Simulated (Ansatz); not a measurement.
Response to strain in Na2S

Consider Na₂S in the anti-fluorite structure (space group Fm-3m, No. 225).

```
Na2S
1.0
    0.00000     3.25070     3.25070
    3.25070     0.00000     3.25070
    3.25070     3.25070     0.00000
Na S
2 1
Cartesian
  1.62535   1.62535   1.62535
  4.87605   4.87605   4.87605
  0.00000   0.00000   0.00000
```

Strains are applied to the cell and any free atomic positions relax.

All numbers come from PBEsol, PAW, 420 eV (Ansatz, a program for electronic structure; without spin-orbit coupling).

Candidates:
(a) isotropic strain −2.50 %
(b) isotropic strain −3.00 %
(c) isotropic strain +1.50 %
(d) isotropic strain −1.00 %

Notes on the quantities. energy relative to the base: free energy F.

Q: Order them by energy relative to the base, highest first.

A: (b) isotropic strain −3.00 % (+19 meV/atom), (a) isotropic strain −2.50 % (+13 meV/atom), (c) isotropic strain +1.50 % (+4.0 meV/atom), (d) isotropic strain −1.00 % (+2.0 meV/atom)

Whether these cells are dynamically stable was not tested.
